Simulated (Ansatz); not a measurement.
Functionals compared on CH3 on the 1x1 (0001) surface of beta Si3N4 (cut with top plane 4 N + 3 Si), one in a 1x1 cell, started at the site 'hollow N-N-Si-Si', in Ansatz (plane waves, PAW). The structure was relaxed with PBE; the other rows are single points on it, each with its references at the same level. Cutoff 420 eV (500 eV for r2SCAN). The points keep PBE's geometry, so the relaxation of a polaron and the settling of charge on one site are left out.

Host crystal: beta Si3N4, with a band gap (PBE, scalar-relativistic without spin-orbit coupling).

Slab: 46 atoms, 7.8 Å thick at the start under the adsorbate (thin: gaps and levels are the slab's own); k 3x3x1, smearing 0.01 eV, dipole-corrected; 21 atoms held, the rest relaxed; no symmetry held; spin-polarised, ending with about 0.8 μB a cell, a value that depends on the mesh; orders that need a larger cell were not tried, no spin-orbit, no U, no dispersion correction. The slab shows no gap over 0.04 eV on its mesh. At the end it is bonded to Si. In PBE it is, or lies within 0.03 eV of, the lowest of the starts that converged. These notes are the PBE run's. RPBE: The program's check for a lower electronic state was not made. r2SCAN: The program's check for a lower electronic state was not made. Adsorption energies are against CH4(g) − ½ H2(g). A negative adsorption energy means that the adsorbate is more stable on the surface than in its reference.

A dash marks a value that is undefined for that row or was read on another mesh.

```json
[
 {"functional": "PBE", "adsorption energy (eV)": "0.13", "work function of the top face (eV)": "5.93", "rough cost of the single point": "–"},
 {"functional": "RPBE", "adsorption energy (eV)": "(withheld)", "work function of the top face (eV)": "(withheld)", "rough cost of the single point": "very roughly 3 core-minutes"},
 {"functional": "r2SCAN", "adsorption energy (eV)": "0.00", "work function of the top face (eV)": "–", "rough cost of the single point": "roughly 7 core-minutes"}
]
```

Task: What belongs in the gaps?

Result: 
- RPBE, adsorption energy (eV): 0.27
- RPBE, work function of the top face (eV): 5.81

Ansatz is a program for electronic structure.
